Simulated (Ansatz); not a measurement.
## Rh, response to strain

Start from Rh in the fcc (Cu type) structure (space group Fm-3m, No. 225; a = 3.782 Å; relaxed with 0.1 eV smearing).

Strains are applied to the cell and any free atomic positions relax.

Calculations: Ansatz (an electronic-structure program) PBEsol, without spin-orbit coupling.

Candidates:
(a) isotropic strain −2.50 %
(b) isotropic strain +2.50 %
(c) isotropic strain −1.50 %

Notes on the quantities. energy relative to the base: free energy F.

Question: Order them by energy relative to the base, highest first.

Answer: (a) isotropic strain −2.50 % (+77 meV/atom), (b) isotropic strain +2.50 % (+63 meV/atom), (c) isotropic strain −1.50 % (+27 meV/atom)

Whether these cells are dynamically stable was not tested. The final runs are not spin-polarised. Rh lies near a magnetic instability that expansion can trigger; it was not tested.
